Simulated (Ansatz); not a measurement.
**Response to strain in Mg2Sn**

The parent structure is Mg2Sn (space group Fm-3m, No. 225; relaxed with 0.1 eV smearing).

```xyz
3
Lattice="0.0000 3.3319 3.3319 3.3319 0.0000 3.3319 3.3319 3.3319 0.0000" Properties=species:S:1:pos:R:3 pbc="T T T"
Mg     1.6660     1.6660     1.6660
Mg     4.9979     4.9979     4.9979
Sn     0.0000     0.0000     0.0000
```

Strains are applied to the cell and any free atomic positions relax.

Level of theory: plane-wave PAW DFT at the LDA level (Ansatz, a quantum-chemistry and plane-wave program, 420 eV), no spin-orbit coupling.

Notes on the quantities. energy relative to the base: free energy F.

```tsv
case	energy relative to the base	pressure	volume per atom
base	0 meV/atom	0.0 GPa	24.66 Å³
isotropic strain −3.00 %	+32 meV/atom	5.2 GPa	22.51 Å³
isotropic strain −1.00 %	+3.4 meV/atom	1.5 GPa	23.93 Å³
isotropic strain −0.50 %	+0.8 meV/atom	…	24.29 Å³
isotropic strain +0.50 %	+0.8 meV/atom	-0.7 GPa	25.03 Å³
isotropic strain +1.00 %	+3.1 meV/atom	-1.3 GPa	25.41 Å³
isotropic strain +1.50 %	+6.8 meV/atom	-1.9 GPa	25.79 Å³
isotropic strain +2.00 %	+12 meV/atom	-2.4 GPa	26.17 Å³
isotropic strain +2.50 %	+18 meV/atom	-2.9 GPa	26.56 Å³
isotropic strain +3.00 %	+26 meV/atom	-3.4 GPa	26.95 Å³
```

What belongs in the blanks?


- isotropic strain −0.50 %, pressure: 0.7 GPa

No phonon test of stability was made.
